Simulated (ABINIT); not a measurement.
# A self-consistent single point of SrCrF4 (I4/mcm, 12 atoms in the cell) with ABINIT

Computed with PBEsol+U, PAW (JTH v2.0 PBE PAW, files made for PBE) (plane waves; ABINIT).

The input file:

```
# SrCrF4, JTH v2.0 PBE PAW
pp_dirpath "./"
pseudos "Cr.GGA_PBE-JTH.xml, F.GGA_PBE-JTH.xml, Sr.GGA_PBE-JTH.xml"
acell 6.7751800345 6.7751800345 6.7751800345 Angstrom
rprim
        -0.4186604615    0.4186604615    0.8058826440
         0.4186604615   -0.4186604615    0.8058826440
         0.4186604615    0.4186604615   -0.8058826440
natom 12
ntypat 3
znucl 24 9 38
typat 1 1 2 2 2 2 2 2 2 2 3 3
xred
         0.5000000000    0.0000000000    0.5000000000
         0.0000000000    0.5000000000    0.5000000000
         0.8043000000    0.3043000000    0.8606000000
         0.3043000000    0.4437000000    0.5000000000
         0.4437000000    0.9437000000    0.1394000000
         0.9437000000    0.8043000000    0.5000000000
         0.6957000000    0.5563000000    0.5000000000
         0.1957000000    0.6957000000    0.1394000000
         0.0563000000    0.1957000000    0.5000000000
         0.5563000000    0.0563000000    0.8606000000
         0.2500000000    0.2500000000    0.0000000000
         0.7500000000    0.7500000000    0.0000000000
ecut 30 Ha
pawecutdg 60 Ha
pawxcdev 0
ixc -116133
usepawu 1
lpawu 2 -1 -1
upawu 3.7 0 0 eV
jpawu 0 0 0 eV
nsppol 2
spinat
      0 0 3
      0 0 3
      0 0 0
      0 0 0
      0 0 0
      0 0 0
      0 0 0
      0 0 0
      0 0 0
      0 0 0
      0 0 0
      0 0 0
occopt 3
tsmear 0.05 eV
nband 69
kptopt 1
ngkpt 3 3 3
nshiftk 1
shiftk 0 0 0
nstep 80
tolvrs 1.0e-10
prtwf 0
prtden 0
enunit 2
```

Log, with long lists cut:

```
 Symmetries : space group I4/m c m (#140); Bravais tI (body-center tetrag.)

 -outvars: echo values of preprocessed input variables --------
            acell      1.2803234766E+01  1.2803234766E+01  1.2803234766E+01 Bohr
             ecut      3.00000000E+01 Hartree
           enunit           2
              ixc     -116133
         kptrlatt        3    0    0      0    3    0      0    0    3
          kptrlen      3.21612491E+01
            lpawu           2      -1      -1
            natom          12
            nband          69
            ngfft          64      64      64
          ngfftdg          90      90      90
             nkpt           6
           nspden           2
           nsppol           2
            nstep          80
             nsym          16
           ntypat           3
           occopt           3
        pawecutdg      6.00000000E+01 Hartree
         pawxcdev           0
            rprim     -4.1866046150E-01  4.1866046150E-01  8.0588264400E-01
                       4.1866046150E-01 -4.1866046150E-01  8.0588264400E-01
                       4.1866046150E-01  4.1866046150E-01 -8.0588264400E-01
          spgroup         140
           spinat      0.0000000000E+00  0.0000000000E+00  3.0000000000E+00
                       0.0000000000E+00  0.0000000000E+00  3.0000000000E+00
                       0.0000000000E+00  0.0000000000E+00  0.0000000000E+00
                       0.0000000000E+00  0.0000000000E+00  0.0000000000E+00
                       0.0000000000E+00  0.0000000000E+00  0.0000000000E+00
                       0.0000000000E+00  0.0000000000E+00  0.0000000000E+00
                       0.0000000000E+00  0.0000000000E+00  0.0000000000E+00
                       0.0000000000E+00  0.0000000000E+00  0.0000000000E+00
                       0.0000000000E+00  0.0000000000E+00  0.0000000000E+00
                       0.0000000000E+00  0.0000000000E+00  0.0000000000E+00
   [... lines left out ...]
                       7.5000000000E-01  7.5000000000E-01  0.0000000000E+00
            znucl       24.00000    9.00000   38.00000

== DATASET  1 ==================================================================

 Real(R)+Recip(G) space primitive vectors, cartesian coordinates (Bohr,Bohr^-1):
 R(1)= -5.3602082  5.3602082 10.3179047  G(1)=  0.0000000  0.0932800  0.0484595
 R(2)=  5.3602082 -5.3602082 10.3179047  G(2)=  0.0932800  0.0000000  0.0484595
 R(3)=  5.3602082  5.3602082-10.3179047  G(3)=  0.0932800  0.0932800  0.0000000
 Unit cell volume ucvol=  1.1858092E+03 bohr^3
 Angles (23,13,12)=  1.30499909E+02  1.30499909E+02  7.26088334E+01 degrees

 Coarse grid specifications (used for wave-functions):

 getcut: wavevector=  0.0000  0.0000  0.0000  ngfft=  64  64  64
         ecut(hartree)=     30.000   => boxcut(ratio)=   2.02758

 Fine grid specifications (used for densities):

 getcut: wavevector=  0.0000  0.0000  0.0000  ngfft=  90  90  90
         ecut(hartree)=     60.000   => boxcut(ratio)=   2.01607

   1.52242172E+04                                ecore*ucvol(ha*bohr**3)

_setup2: Arith. and geom. avg. npw (full set) are    9309.370    9309.365

 ******************************************
 DFT+U Method used: FLL
 ******************************************
--- !BeginCycle
solver: {iscf: 17, nstep: 80, nline: 4, wfoptalg: 10, }
tolerances: {tolvrs: 1.00E-10, }
...

     iter   Etot(hartree)     deltaE(h) residm    nres2    magn
 ETOT  1  -429.12633343315    -4.29E+02 3.05E+00 6.15E+02 6.503
 ETOT  2  -432.57778416075    -3.45E+00 3.51E-02 1.63E+03 7.991
 ETOT  3  -431.72169034230     8.56E-01 6.05E-02 1.31E+02 8.000
 ETOT  4  -431.83017597805    -1.08E-01 4.72E-03 5.17E+01 8.000
 ETOT  5  -431.84285133646    -1.27E-02 5.29E-03 4.07E+01 8.000
 ETOT  6  -431.87619984188    -3.33E-02 2.12E-03 3.96E+01 8.000
   [... 16 lines left out ...]
 ETOT 23  -431.87804105588    -1.07E-09 3.01E-04 5.67E-08 8.000
 ETOT 24  -431.87804105601    -1.29E-10 1.53E-04 1.02E-08 8.000
 ETOT 25  -431.87804105605    -4.18E-11 2.26E-04 3.04E-09 8.000
 ETOT 26  -431.87804105609    -4.26E-11 1.30E-04 3.10E-10 8.000
 ETOT 27  -431.87804105610    -6.99E-12 2.40E-04 5.34E-11 8.000
 At SCF step   27       nres2   =  5.34E-11 < tolvrs=  1.00E-10 =>converged.

 Cartesian components of stress tensor (hartree/bohr^3)
  sigma(1 1)=  5.26949561E-05  sigma(3 2)=  0.00000000E+00
  sigma(2 2)=  5.26949561E-05  sigma(3 1)=  0.00000000E+00
  sigma(3 3)=  3.99448152E-05  sigma(2 1)=  0.00000000E+00

 Integrated electronic and magnetization densities in atomic spheres:
 Radius=ratsph(iatom), smearing ratsm=  0.0000. Diff(up-dn)=approximate z local magnetic moment.
 Atom    Radius    up_density   dn_density  Total(up+dn)  Diff(up-dn)
    1   2.10818     7.758659     4.239560     11.998219     3.519099
    2   2.10818     7.758659     4.239560     11.998219     3.519099
    3   1.40289     2.833520     2.826283      5.659803     0.007237
    4   1.40289     2.833520     2.826283      5.659803     0.007237
    5   1.40289     2.833520     2.826283      5.659803     0.007237
    6   1.40289     2.833520     2.826283      5.659803     0.007237
    7   1.40289     2.833520     2.826283      5.659803     0.007237
    8   1.40289     2.833520     2.826283      5.659803     0.007237
    9   1.40289     2.833520     2.826283      5.659803     0.007237
   10   1.40289     2.833520     2.826283      5.659803     0.007237
   11   2.20670     3.645816     3.644318      7.290133     0.001498
   12   2.20670     3.645816     3.644318      7.290133     0.001498
  Sum:             45.477109    38.378017     83.855126     7.099092
 Total magnetization (from the atomic spheres):             7.099092
 Total magnetization (exact up - dn):                       8.000004

 ----iterations are completed or convergence reached----

 reduced coordinates (array xred) for   12 atoms
       0.500000000000      0.000000000000      0.500000000000
       0.000000000000      0.500000000000      0.500000000000
       0.804300000000      0.304300000000      0.860600000000
       0.304300000000      0.443700000000      0.500000000000
       0.443700000000      0.943700000000      0.139400000000
       0.943700000000      0.804300000000      0.500000000000
       0.695700000000      0.556300000000      0.500000000000
   [... lines left out ...]
 Fermi (or HOMO) energy (hartree) =   0.16802   Average Vxc (hartree)=  -0.35387
 Fermi (or HOMO) energy (eV) =   4.57197   Average Vxc (eV)=  -9.62920
   [... lines left out ...]
  -3.17342   -3.00150   -2.31699   -2.16354   -2.16354   -1.87565   -1.86258   -1.86258
  -1.81214   -1.61661   -1.53387   -1.53387   -1.51837   -1.51837   -1.43541   -1.01409
  -0.97443   -0.89375   -0.78683   -0.56866   -0.56866   -0.53211   -0.37862   -0.37862
   6.05574    8.18745    8.43653    8.56105    8.58923    8.58923    8.59715    8.73299
   8.78598    9.20005    9.23372    9.23372    9.84843   10.39345   10.39345   10.48354
  10.55142   11.30743   12.06425   12.06630   12.18696
 prteigrs : prtvol=0 or 1, do not print more k-points.

--- !EnergyTerms
comment             : Components of total free energy in Hartree
kinetic             :  1.25912330758064E+02
hartree             :  1.31033829113758E+02
xc                  : -4.93347686078344E+01
Ewald energy        : -2.74443325151665E+02
psp_core            :  1.28386734935688E+01
local_psp           : -3.79583351216162E+02
spherical_terms     :  1.69857159876382E+00
internal            : -4.31878040011508E+02
'-kT*entropy'       :  8.08360643619582E-15
total_energy        : -4.31878040011508E+02
total_energy_eV     : -1.17519991274576E+04
...

-Cartesian components of stress tensor (GPa)         [Pressure= -1.4253E+00 GPa]
- sigma(1 1)=  1.55033887E+00  sigma(3 2)=  0.00000000E+00
- sigma(2 2)=  1.55033887E+00  sigma(3 1)=  0.00000000E+00
- sigma(3 3)=  1.17521684E+00  sigma(2 1)=  0.00000000E+00

 Calculation completed.
```

The run converged in 27 iterations.

The starting cell comes from a database of published, mostly measured structures (it also holds non-ambient and calculated ones), without a prior relaxation at this level. The magnetic order is the one reached from the typed start; others were not searched systematically. With U or open f shells several self-consistent states can exist. The potentials were made for another functional than the one used.

Cost on one core of a shared machine: roughly 30 min.
